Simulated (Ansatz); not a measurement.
GeRh (P2₁3, No. 198, 8 atoms in the cell; start mp-20866; a measured phase of this formula has another space group)

Calculation: r²SCAN+rVV10 (PAW; Ansatz, an electronic-structure program).

Numerical settings: plane-wave cutoff 500 eV, 8×8×8 k mesh, Fermi–Dirac smearing 0.05 eV, no spin polarisation, scalar-relativistic PAW data made under PBE.

Cell (relaxed at this level):

```xyz
8
Lattice="4.8702 0.0000 0.0000 0.0000 4.8702 0.0000 0.0000 0.0000 4.8702" Properties=species:S:1:pos:R:3 pbc="T T T"
Ge     0.7993     1.6358     3.2344
Ge     1.6358     3.2344     0.7993
Ge     3.2344     0.7993     1.6358
Ge     4.0709     4.0709     4.0709
Rh     4.2695     3.0358     1.8344
Rh     3.0358     1.8344     4.2695
Rh     1.8344     4.2695     3.0358
Rh     0.6007     0.6007     0.6007
```

```
Quantity  Value
--------  -----
band gap   none
```

Note: the relaxation could not lower the start's symmetry, so the cell can be a saddle point above a distorted one.

Spin–orbit coupling is not included.

The computed numbers hold no vibrational or temperature effects.

Computing time: roughly 7 core-minutes.

A start named mp-… is a Materials Project structure, which need not be a measured phase.
